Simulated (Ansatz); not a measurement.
The parent structure is SnC in the rock salt structure (space group Fm-3m, No. 225; a = 4.745 Å; a hypothetical phase, not in the database extracts checked; relaxed with 0.1 eV smearing). Axes: x, y, z lie along the cube axes.

Calculations: DFT with PBEsol, PAW potentials and a 420 eV plane-wave cutoff in Ansatz (a program for electronic structure), no spin-orbit coupling.

It is then changed as follows: an isotropic linear strain of +2.82 %, atoms relaxed at fixed cell.

**Question.** Predict the stress tensor and what it implies for the stiffness.

**Answer.** Stress of the strained cell less that of the base (GPa, compression positive):
```
  -10.0     0.0     0.0
    0.0   -10.0     0.0
    0.0     0.0   -10.0
```

Then B = −ΔP/(ΔV/V₀) with ΔV/V₀ = 0.0870 gives secant stiffness values (nonlinear terms included at this strain): B ≈ 115 GPa.

As a check, the harmonic strain energy −½ V₀ Δσ:ε is 35 meV/atom; the computed energy rise is 40 meV/atom.

Stability against distortions was not tested. All final runs are without spin polarisation.
